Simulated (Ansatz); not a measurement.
**Effect of Sb → Al on InSb**

Start from InSb in the zinc blende structure (space group F-43m, No. 216; a = 6.556 Å).

Modification: full substitution Sb → Al, then cell and atoms are relaxed.

The values are results of plane-wave PAW DFT at the r2SCAN level (Ansatz, a quantum-chemistry and plane-wave program, 500 eV), spin-orbit coupling left out, not measurements. Settings: 13×13×13 k-points, 0.05 eV Fermi–Dirac smearing, for the changed cell.

The volume per atom falls by 4.18 Å³, from 35.22 Å³ to 31.04 Å³ and the density falls by 1.784 g/cm³ to 3.79 g/cm³. The lattice parameter a shrinks by 0.270 Å to 6.286 Å and the space group is still F-43m (No. 216). The shortest interatomic distance drops by 0.117 Å (2.839 Å → 2.722 Å) and the band gap remains zero.

With Sb present, leaving out spin-orbit coupling can change the band edges. Stability against distortions was not tested. As relaxed here, AlIn is a hypothetical phase, not in the database extracts checked. All final runs are without spin polarisation. Gaps under 0.05 eV, about the width of the smearing, are given as zero. The zero or small gap of InSb can change with the level of theory.
